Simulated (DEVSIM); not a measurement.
System: abrupt Si p-n junction, at 300 K.

```
layer (left to right)  material  thickness (μm)  Nd (cm⁻³)  Na (cm⁻³)  τn (s)  τp (s)
---------------------  --------  --------------  ---------  ---------  ------  ------
1                            Si            7.70          -     3.7e16  3.5e-6  3.5e-6
2                            Si            6.00     8.1e16          -  3.5e-6  3.5e-6
```

Left contact: ohmic. Right contact: ohmic. Voltage is applied to the left contact. Recombination: SRH at mid-gap, radiative, Auger. Mobility is μmin + (μ − μmin)/(1 + (N/Nref)^α).

Constants are typed, rounded textbook-type inputs, not results; the design itself was drawn at random and stands for no fabricated device. Values at 300 K.

| parameter | Si |
|---|---|
| gap (eV) | 1.124 |
| affinity (eV) | 4.05 |
| permittivity | 11.7 |
| Nc (cm⁻³) | 2.86e19 |
| Nv (cm⁻³) | 3.1e19 |
| μn (cm²/Vs) | 1417 |
| μp (cm²/Vs) | 470 |
| μn,min | 52 |
| μp,min | 45 |
| Nref,n | 9.7e16 |
| Nref,p | 2.2e17 |
| αn | 0.68 |
| αp | 0.72 |
| B (cm³/s) | 4.7e-15 |
| Cn (cm⁶/s) | 2.8e-31 |
| Cp (cm⁶/s) | 9.9e-32 |

Simulated with DEVSIM: 1D drift-diffusion, Boltzmann statistics, complete ionisation; no tunnelling, impact ionisation, image-force lowering or self-heating.

**Question.** Tabulate band edges, carrier densities and field at 0.9 V on the left contact.

**Answer.** Energies count from the Fermi level of the right contact; mesh points crowd at the junctions.

```tsv
x (μm)	Ec (eV)	Ev (eV)	n (cm⁻³)	p (cm⁻³)	field (V/cm)
0.000	0.050	-1.074	3100	3.7e16	250
0.03246	0.051	-1.073	6.5e14	3.8e16	240
0.1140	0.053	-1.071	2.2e15	3.9e16	230
0.2998	0.057	-1.067	5.4e15	4.2e16	200
1.026	0.068	-1.056	1.6e16	5.3e16	140
2.438	0.084	-1.040	3.0e16	6.7e16	96
5.035	0.105	-1.019	5.1e16	8.8e16	67
6.895	0.116	-1.008	6.4e16	1.0e17	57
7.370	0.119	-1.005	6.7e16	1.0e17	55
7.579	0.120	-1.004	6.8e16	1.1e17	54
7.662	0.120	-1.004	6.9e16	1.0e17	-140
7.705	0.108	-1.016	1.1e17	6.5e16	-5000
7.745	0.104	-1.020	1.3e17	5.4e16	-18
7.838	0.104	-1.020	1.3e17	5.3e16	59
8.201	0.106	-1.018	1.3e17	5.1e16	61
8.905	0.111	-1.013	1.3e17	4.7e16	64
10.67	0.123	-1.001	1.2e17	3.4e16	74
12.38	0.137	-0.987	9.9e16	1.8e16	94
13.31	0.147	-0.977	8.7e16	6.4e15	120
13.55	0.150	-0.974	8.4e16	2.6e15	130
13.65	0.151	-0.973	8.2e16	9.1e14	130
13.70	0.152	-0.972	8.1e16	1400	140
```
